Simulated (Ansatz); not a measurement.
The parent structure is InP in the zinc blende structure (space group F-43m, No. 216).

```
InP
1.0
    0.00000     2.91346     2.91346
    2.91346     0.00000     2.91346
    2.91346     2.91346     0.00000
In P
1 1
Direct
  0.00000   0.00000   0.00000
  0.25000   0.25000   0.25000
```

Cartesian axes are those of the cell as printed.

Computed with LDA (Ansatz, a first-principles code, PAW, scalar-relativistic without spin-orbit coupling).

Base values:

```
Item       Result
--------  -------
Band gap  0.58 eV
```

It is then changed as follows: biaxial strain +1.50 %, plane normal [001], relaxed out of plane (Cartesian); in-plane vectors clamped, the third vector and the atoms free.

### Question
Estimate the effect on the ratio −ε⊥/ε∥.

### Answer
The ratio −ε⊥/ε∥ is 1.14.

### Question
Predict the new band gap.

### Answer
The band gap shrinks by 0.17 eV, from 0.58 eV to 0.41 eV.

### Question
How does this affect the hole mass?

### Answer
The hole mass is 0.035 mₑ out of plane, 0.40 mₑ in plane (at Γ).

Masses are band curvatures over ±0.01 Å⁻¹ around the edge. No phonon test of stability was made.
